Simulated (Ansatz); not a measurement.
Results of PBEsol+SOC in Ansatz (plane waves, PAW) for Sr2Ta2O7 (Cmc2₁, No. 36, 22 atoms in the cell; start mp-13664).

Run with plane-wave cutoff 520 eV, 8×8×6 k mesh (along the axes of the cell as run), Fermi–Dirac smearing 0.01 eV, PAW data made under PBE.

Cell (relaxed with PBEsol):

Sr2Ta2O7 has the orthorhombic space group Cmc2₁ (No. 36), Pearson symbol oS44. Conventional cell: a = 3.9476 Å, b = 27.2346 Å, c = 5.6760 Å, α = β = γ = 90.00°. Sr1 on 4a has 12 O at 2.601–2.909 Å (cuboctahedral). Sr2 on 4a has 6 O at 2.468–2.577 Å. Ta1 on 4a is coordinated by 6 O at 1.896–2.070 Å (octahedral). Ta2 on 4a sees 2 O at 1.864–1.870 Å and 2 O at 1.994 Å and 2 O at 2.132–2.151 Å. O1 on 4a is coordinated by 1 Ta at 1.870 Å and 3 Sr at 2.468–2.514 Å (tetrahedral). O2 on 4a sees 1 Ta at 1.896 Å and 1 Ta at 2.151 Å and 2 Sr at 2.757 Å. O3 on 4a sees 2 Ta at 1.994 Å and 1 Sr at 2.601 Å. O4 on 4a is coordinated by 2 Ta at 1.986 Å and 3 Sr at 2.733–2.852 Å (square pyramidal). 3 further independent sites are not listed. (Neighbours: up to the widest gap in distance over summed covalent radii, below 1.35, at either atom; cation-cation and far metal-metal contacts left out.)
(The calculation used a cell of 22 atoms; values per cell refer to that cell.)

Estimate the band gap that the calculation returns.


- band gap = 2.93 eV (on the SCF k mesh)

Computed values are for the static lattice.

A start named mp-… is a Materials Project structure, which need not be a measured phase.

Ansatz is a quantum-chemistry and plane-wave program.
